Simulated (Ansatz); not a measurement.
Start from Rh in the fcc (Cu type) structure (space group Fm-3m, No. 225; a = 3.8015 Å; relaxed with 0.1 eV smearing). Axes: x, y, z lie along the cube axes.

Method: DFT with r2SCAN, PAW potentials and a 500 eV plane-wave cutoff in Ansatz (a program for electronic structure), spin-orbit coupling left out.

For the base:

| Item | Value |
|---|---|
| Pressure | 0.0 GPa |

Perturbation: compressive biaxial strain of 1.00 % in the plane normal to [001], as in epitaxy on a mismatched substrate; the out-of-plane cell vector and the atoms relax.

Q: How does this affect the pressure, energy relative to the base and out-of-plane strain?

A: The pressure (mean of the normal stresses, compression positive) goes from zero to 3.3 GPa; the energy increases by 4.1 meV/atom; the out-of-plane strain amounts to +0.90 %.

No phonon test of stability was made. All final runs are without spin polarisation.
